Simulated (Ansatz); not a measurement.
Start from CuAu (space group P4/mmm, No. 123; relaxed with 0.1 eV smearing).

```
CELL_PARAMETERS angstrom
      2.86941     0.00000     0.00000
      0.00000     2.86941     0.00000
      0.00000     0.00000     3.64523
ATOMIC_POSITIONS crystal
  Cu 0.00000 0.00000 0.00000
  Au 0.50000 0.50000 0.50000
```

Level of theory: Ansatz (an electronic-structure program), PBE, PAW, cutoff 420 eV, no spin-orbit coupling.

For the base:

```
Quantity    Value
--------  -------
Pressure  0.0 GPa
Band gap     zero
```

The change: an isotropic linear strain of +0.50 %; the atoms relax in the strained cell.

Problem. Predict the new energy relative to the base.

Solution. The energy goes up by 1.4 meV/atom.

Problem. What does the calculation give for the pressure after the change?

Solution. The pressure (mean of the normal stresses, compression positive) goes from zero to -2.0 GPa.

Problem. Estimate the effect on the band gap.

Solution. The band gap stays zero.

Whether these cells are dynamically stable was not tested. All final runs are without spin polarisation.
